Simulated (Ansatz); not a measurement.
## Sn: pressure series

Take Sn (space group I4_1/amd, No. 141; a = 5.947 Å, c = 3.212 Å) as the base.

Cell and atoms are relaxed at each pressure.

Levels (all Ansatz, a first-principles code, PAW): PBE (420 eV, no spin-orbit coupling); PBEsol (420 eV, without spin-orbit coupling).

The base cell above is that of PBE; each level relaxes its own structures.

```tsv
case	lattice parameter a, PBE	lattice parameter a, PBEsol
pressure −2 GPa	6.039 Å	5.911 Å
pressure −1 GPa	5.992 Å	5.871 Å
pressure 1.8 GPa	5.880 Å	5.775 Å
pressure 4.2 GPa	5.805 Å	5.709 Å
pressure 9 GPa	5.687 Å	5.605 Å
pressure 18 GPa	5.531 Å	5.463 Å
pressure 30 GPa	5.385 Å	5.327 Å
pressure 45 GPa	5.253 Å	5.203 Å
pressure 60 GPa	5.150 Å	5.106 Å
```

PBE lies above PBEsol in every row, by 0.044 Å to 0.128 Å. They put the cases in the same order.

Load acts through the strain it causes; cell and atoms are relaxed under it. Whether these cells are dynamically stable was not tested. Measured, Sn leaves this structure (for a body-centred tetragonal phase) near 8 GPa (temperature not stated; as listed in Olga Degtyareva, NATO science for peace and security series. B, Physics and biophysics (2010)).
